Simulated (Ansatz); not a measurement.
System: LiH (model structure, started from the NiAs type, P6₃/mmc, No. 194, 4 atoms in the cell). Method: r²SCAN0 in Ansatz (PAW).

Settings: plane-wave cutoff 520 eV, 12×12×6 k mesh (along the axes of the cell as run), Fermi–Dirac smearing 0.01 eV, scalar-relativistic PAW data made under PBE.

The cell is the one relaxed with PBEsol. Conventional cell: a = 2.7600 Å, b = 2.7600 Å, c = 4.8593 Å, α = 90.00°, β = 90.00°, γ = 120.00°.

```
LiH
1.0
    2.75996     0.00000     0.00000
   -1.37998     2.39019     0.00000
    0.00000     0.00000     4.85935
Li H
2 2
Direct
  0.00000   0.00000   0.00000
  0.00000   0.00000   0.50000
  0.33333   0.66667   0.25000
  0.66667   0.33333   0.75000
```

### Question
List the 4 lowest band energies at Γ above −25 eV (eV, relative to the valence band maximum), grouping those that round alike.

### Answer
At Γ: -6.06, -3.40, 6.75, 17.92.

Note: the run warned that its exchange threshold was loose for the stress; the relaxation could raise the start's symmetry but not lower it, so the cell can be a saddle point; cell and atoms aren't relaxed at this level (pressure 0.3 GPa).

A model structure was made by putting elements into a prototype or built by hand; it is no filed structure, need not be a known phase, and can be a saddle point held by its symmetry.

Ansatz is a program for electronic structure.
